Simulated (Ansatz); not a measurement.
What isotropic strain +1.20 % does to CdSe

Start from CdSe in the wurtzite structure (space group P6_3mc, No. 186; a = 4.302 Å, c = 7.021 Å).

It is then changed as follows: an isotropic linear strain of +1.20 %, atoms relaxed at fixed cell.

The values are results of PBEsol (Ansatz, a first-principles code), no spin-orbit coupling, not measurements. Settings: 9×9×5 k-points, 0.05 eV Fermi–Dirac smearing.

* **Volume per atom**: 29.16 Å³ (base 28.13 Å³)
* **Space group**: P6_3mc (No. 186) (base P6_3mc (No. 186))
* **Shortest interatomic distance**: 5.034 bohr (base 4.975 bohr)
* **Energy relative to the base (free energy F)**: +5.6 meV/atom
* **Pressure (mean of the normal stresses, compression positive)**: -1.70 GPa (base 0.00 GPa)
* **Band gap**: 0.46 eV (base 0.54 eV)
* **Gap character**: direct at Γ (base direct at Γ)
* **Mean gap deformation potential ΔEg/Δln V**: -2.1 eV
* **Width of the top valence band**: 1.64 eV (base 1.75 eV)
* **Electron mass**: 0.049 mₑ (at Γ) (base 0.055 mₑ (at Γ))
* **Valence-band top at Γ (three highest levels, from the VBM)**: 0.00, 0.00, -0.05 eV (base 0.00, 0.00, -0.05 eV)

Cost of the whole job for the changed cell (relaxation, final SCF and bands): about 80 core-seconds (a rough figure).

Effective masses come from finite differences of ±0.01 Å⁻¹. Stability against distortions was not tested.
